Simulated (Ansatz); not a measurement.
BaCeO3 (R-3c, No. 167, 10 atoms in the cell; start mp-4900; a measured phase of this formula has another space group) was calculated with LDA (Ansatz, a program for electronic structure, PAW).

Settings: plane-wave cutoff 520 eV, 8×8×8 k mesh, Fermi–Dirac smearing 0.01 eV, no spin polarisation, scalar-relativistic PAW data made under PBE.

Cell (relaxed at this level):

```xyz
10
Lattice="3.0931 1.7858 4.9307 -3.0931 1.7858 4.9307 0.0000 -3.5716 4.9307" Properties=species:S:1:pos:R:3 pbc="T T T"
Ba     0.0000     0.0000     3.6980
Ba     0.0000     0.0000    11.0940
Ce     0.0000     0.0000     0.0000
Ce     0.0000     0.0000     7.3960
O      1.7826    -0.4841     8.6286
O     -1.7826     0.4841     6.1633
O     -0.4721     1.7858     8.6286
O      0.4721    -1.7858     6.1633
O     -1.3105    -1.3017     8.6286
O      1.3105     1.3017     6.1633
```

Task: Predict the band gap.

Result: 
* **band gap**: 2.25 eV

Note: the 4f shell is treated without U or exact exchange, so its levels and filling can be wrong.

Spin–orbit coupling is not included.

Computing time: about 40 core-seconds (a rough figure).

A start named mp-… is a Materials Project structure, which need not be a measured phase.
